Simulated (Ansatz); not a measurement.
Base system: GaN in the wurtzite structure (space group P6_3mc, No. 186; a = 3.1518 Å, c = 5.1383 Å). Axes: x lies along a and z along c of the hexagonal cell.

Calculations: LDA, PAW, 420 eV (Ansatz, a first-principles code; no SOC).

Before the change:

The valence-band top at Γ is 0.00, 0.00, -0.05 eV and the band gap is 2.13 eV.

Modification: uniaxial strain ε_zz = −2.40 %, all other strain components held at zero, atoms relaxed at fixed cell.

### Question
Predict the new hole mass.

### Answer
The hole mass is 0.17 mₑ along z, 2.1 mₑ across (at Γ).

### Question
Estimate the effect on the valence-band top at Γ.

### Answer
The valence-band top at Γ (three highest levels, from the VBM) becomes 0.00, -0.09, -0.09 eV (base: 0.00, 0.00, -0.05 eV).

### Question
Estimate the effect on the band gap.

### Answer
The band gap increases by 0.15 eV to 2.28 eV.

Effective masses come from finite differences of ±0.01 Å⁻¹. Stability against distortions was not tested.
